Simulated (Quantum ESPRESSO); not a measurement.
How a calculation on Si3Ru5 (Pbam, 16 atoms in the cell) responds to its settings

```
CELL_PARAMETERS angstrom
      5.24660     0.00000     0.00000
      0.00000     9.78204     0.00000
      0.00000     0.00000     4.02254
ATOMIC_POSITIONS crystal
  Si 0.00000 0.00000 0.00000
  Si 0.50000 0.50000 0.00000
  Si 0.37025 0.86361 0.50000
  Si 0.62975 0.13639 0.50000
  Si 0.87025 0.63639 0.50000
  Si 0.12975 0.36361 0.50000
  Ru 0.00000 0.50000 0.00000
  Ru 0.50000 0.00000 0.00000
  Ru 0.15747 0.77305 0.00000
  Ru 0.84253 0.22695 0.00000
  Ru 0.65747 0.72695 0.00000
  Ru 0.34253 0.27305 0.00000
  Ru 0.33414 0.60942 0.50000
  Ru 0.66586 0.39058 0.50000
  Ru 0.83414 0.89058 0.50000
  Ru 0.16586 0.10942 0.50000
```

Base run A: PBEsol, GBRV 1.5 ultrasoft (PBESOL) pseudopotentials (Quantum ESPRESSO), self-consistent single point.

Its settings: ecutwfc = 40 Ry; ecutrho = 320 Ry; occupations = smearing; smearing = cold; degauss = 0.0099958 Ry; potentials = {Si: si_pbesol_v1.uspp.F.UPF, Ru: ru_pbesol_v1.2.uspp.F.UPF}; K_POINTS = automatic 6 3 7 1 1 1; conv_thr = 1e-10 Ry; mixing_beta = 0.5.

The starting cell comes from a database of computed structures (which also holds hypothetical and non-ambient phases and stackings), without a prior relaxation at this level. Spin polarisation is off. In the base run, with a pressure of about -3 GPa the cell is away from its equilibrium volume at this level.

A dash stands where there is no value to compare (another energy zero or no entropy term, no result, no spin, no clean gap, or a mesh too coarse for one). 

Run A gave: pressure (GPa) -3.38; largest force (eV/Å) 0.087.

Runs:
- B: vdw_corr: default → grimme-d3; dftd3_version: default → 3; dftd3_threebody: default → false [PBEsol-D3(0)]
- C: vdw_corr: default → grimme-d3; dftd3_version: default → 4; dftd3_threebody: default → false [PBEsol-D3(BJ)]
- D: vdw_corr: default → grimme-d3; dftd3_version: default → 4; dftd3_threebody: default → true [PBEsol-D3(BJ) with three-body term]

### Question
What does run B change against A?

### Answer
The pressure goes from -3.38 to -9.04 GPa and the largest force moves little (0.087 to 0.085 eV/Å).

### Question
What does run C change against A?

### Answer
The pressure goes from -3.38 to -10.18 GPa and the largest force stays at 0.087 eV/Å.

```
run  pressure (GPa)  largest force (eV/Å)  dispersion energy (eV/atom)
---  --------------  --------------------  ---------------------------
A             -3.38                 0.087                            –
B             -9.04                 0.085                       -0.360
C            -10.18                 0.087                       -0.542
D             -8.64                 0.087                       -0.480
```
